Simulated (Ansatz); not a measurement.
The reference is Zr in the hcp (Mg type) structure (space group P6_3/mmc, No. 194; a = 3.1825 Å, c = 5.1235 Å; relaxed with 0.1 eV smearing). Axes: x lies along a and z along c of the hexagonal cell.

The values are results of PBEsol in Ansatz (plane waves to 420 eV, PAW, without spin-orbit coupling), not measurements.

The change: the cell is compressed by 1.00 % along z with no lateral relaxation, atoms relaxed at fixed cell.

### Question
Predict the stress tensor and what it implies for the stiffness.

### Answer
Stress of the strained cell less that of the base (GPa, compression positive):
```
    0.7     0.0     0.0
    0.0     0.7     0.0
    0.0     0.0     1.8
```

Then −Δσ_ii/ε with ε = -0.0100 gives relaxed-ion elastic constants: C33 ≈ 176 GPa, C13 ≈ 74 GPa and C23 ≈ 74 GPa.

No phonon test of stability was made. All final runs are without spin polarisation.

Ansatz is a first-principles code.
